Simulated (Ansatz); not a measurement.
Consider WS$_{2}$ (space group P6_3/mmc, No. 194; a = 3.115 Å, c = 11.772 Å; layered, stacked along the Cartesian z axis). Axes: x lies along a and z along c of the hexagonal cell.

Method: PBEsol-D3(BJ) in Ansatz (plane waves to 420 eV, PAW, no spin-orbit coupling).

Strains are applied to the cell and any free atomic positions relax.

One change was made to it. Results:

The valence-band top at Γ (three highest levels, from the VBM) goes from 0.00, -1.26, -1.60 eV to 0.00, -1.22, -1.63 eV; the band gap decreases by 0.038 eV (0.65 eV → 0.62 eV).

**Question.** What was done to the base?
A. uniaxial strain ε_zz = −1.80 %
B. uniaxial strain ε_zz = −3.00 %
C. uniaxial strain ε_zz = −2.40 %
D. uniaxial strain ε_zz = −0.60 %

**Answer.** D, uniaxial strain ε_zz = −0.60 %. For comparison, the band gap in the other runs: uniaxial strain ε_zz = −2.40 % gives 0.50 eV; uniaxial strain ε_zz = −1.80 % gives 0.54 eV; uniaxial strain ε_zz = −3.00 % gives 0.46 eV.

With W present, leaving out spin-orbit coupling can change the band edges. Whether these cells are dynamically stable was not tested.

Ansatz is a program for electronic structure.
